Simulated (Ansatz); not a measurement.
# Pressure series in HgS

Consider HgS in the zinc blende structure (space group F-43m, No. 216; a = 5.8759 Å).

Cell and atoms are relaxed at each pressure.

Level of theory: PBEsol/PAW in Ansatz (a first-principles code), spin-orbit coupling left out.

| P (GPa) | V (Å³/atom) |
|---|---|
| -2.00 | 26.295 |
| -0.99 | 25.798 |
| 0.90 | 24.997 |
| 2.10 | 24.558 |
| 4.50 | 23.792 |
| 9.00 | 22.648 |
| 15.00 | 21.488 |
| 22.49 | 20.382 |
| 30.00 | 19.513 |

A third-order Birch–Murnaghan fit to these points gives V₀ = 25.36 Å³/atom, B₀ = 61 GPa and B₀′ = 4.8. At pressure 30 GPa the volume is 76.9 % of V₀.

A case with no gap was solved on a k-mesh chosen for an insulator, which is coarse for it. Load acts through the strain it causes; cell and atoms are relaxed under it. Whether these cells are dynamically stable was not tested. Tetrahedral semiconductors of this kind turn to denser phases somewhere between about 1 and 50 GPa; those were not computed, so compressed cells here can lie past the real transition. All final runs are without spin polarisation.
